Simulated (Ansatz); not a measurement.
The parent structure is AgCl in the rock salt structure (space group Fm-3m, No. 225).

```xyz
2
Lattice="0.0000 2.7237 2.7237 2.7237 0.0000 2.7237 2.7237 2.7237 0.0000" Properties=species:S:1:pos:R:3 pbc="T T T"
Ag     0.0000     0.0000     0.0000
Cl     2.7237     2.7237     2.7237
```

Cartesian axes are those of the cell as printed.

The values are results of Kohn–Sham DFT with the PBEsol functional, run in Ansatz (a program for electronic structure) with PAW and 420 eV plane waves, no SOC, not measurements.

Base values:

The valley order is Γ 0.72 eV; X along ⟨100⟩ 2.13 eV. The electron mass comes out as 0.25 mₑ (at Γ).

It is then changed as follows: a pure shear with ε_xy = ε_yx = 0.0029, atoms relaxed at fixed cell.

Task: What happens to the valley order?

Result: The valley order (the lowest conduction-band minima on the path, energy above the VBM, named in the base's zone) changes from Γ 0.72 eV; X along ⟨100⟩ 2.13 eV to Γ 0.72 eV; X along [001] 2.13 eV; X along [100] 2.13 eV.

Task: Estimate the effect on the stress.

Result: The stress (xx, yy, zz, yz, xz, xy; compression positive) comes out as (0.00, 0.00, 0.00, 0.00, 0.00, -0.03) GPa.

Task: What happens to the energy relative to the base?

Result: The energy stays essentially unchanged.

Task: Estimate the effect on the electron mass.

Result: The electron mass remains 0.25 mₑ (at Γ).

The levels and masses belong to the bands next to the band gap. The cells carry an imposed strain or load. Masses are band curvatures over ±0.01 Å⁻¹ around the edge. Whether these cells are dynamically stable was not tested.
